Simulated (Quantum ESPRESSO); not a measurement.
Quantum ESPRESSO is run on SrMgH₄ (Cmc2_1, 12 atoms in the cell), and the run fails. The aim is a self-consistent single point with DFT, LDA (PZ), plane waves, GBRV 1.5 ultrasoft (LDA) pseudopotentials.

Cell that was meant: a = 7.1874 Å, b = 7.1874 Å, c = 5.7073 Å, α = 90.00°, β = 90.00°, γ = 32.74°.

Part of the input:

```fortran
&CONTROL
  calculation = 'static'
  prefix = 'SrMgH4'
  outdir = './work'
  pseudo_dir = './'
```

Output (repeated stretches shortened):

```
     This program is part of the open-source Quantum ESPRESSO suite
     for quantum simulation of materials; please cite

 %%%%%%%%%%%%%%%%%%%%%%%%%%%%%%%%%%%%%%%%%%%%%%%%%%%%%%%%%%%%%%%%%%%%%%%%%%%%%%
     Error in routine  control_checkin (1):
      calculation "static" not allowed
 %%%%%%%%%%%%%%%%%%%%%%%%%%%%%%%%%%%%%%%%%%%%%%%%%%%%%%%%%%%%%%%%%%%%%%%%%%%%%%

     stopping ...
```

**Question.** From the messages shown, name the fault and mend the input.

**Answer.** The fault is a value that the program does not know. The key takes a closed list of words, and names differ between codes. To fix it, use one of the words that the key accepts. The program stopped before any SCF iteration.

The sound input it was made from differs as follows (other fixes are possible):
```diff
-  calculation = 'static'
+  calculation = 'scf'
```

With that input, the run converged in 10 iterations: free energy E − TS -5443.5309 eV; top of the valence band (on the code's own zero) 3.49 eV; gap on the k-point mesh 2.61 eV; pressure -5.08 GPa; largest force (vector length) 0.100 eV/Å (DFT, LDA (PZ), plane waves, GBRV 1.5 ultrasoft (LDA) pseudopotentials).

On the sound input: the starting cell comes from a database of computed structures (which also holds hypothetical and non-ambient phases and stackings), without a prior relaxation at this level. Its lattice was rescaled by a random factor within 2.5 % of one. With a pressure of about -5 GPa the cell is away from its equilibrium volume at this level.
